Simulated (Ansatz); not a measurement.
# CsCl-type LiBr (model structure): equilibrium lattice constant a by level of theory

No measured value is used here.

```
level (code)     value (Å)
---------------  ---------
LDA (Ansatz)             …
PBE (Ansatz)         3.523
PBEsol (Ansatz)      3.464
HSE06 (Ansatz)       3.507
```

Fill in the missing entries.


- LDA (Ansatz, a program for electronic structure), value (Å): 3.412

K meshes differ between the levels. Ansatz's density-functional and Hartree–Fock values are scalar-relativistic unless marked +SOC, with PAW data made under PBE.

A model structure was made by putting elements into a prototype or built by hand; it is no filed structure, need not be a known phase, and can be a saddle point held by its symmetry.
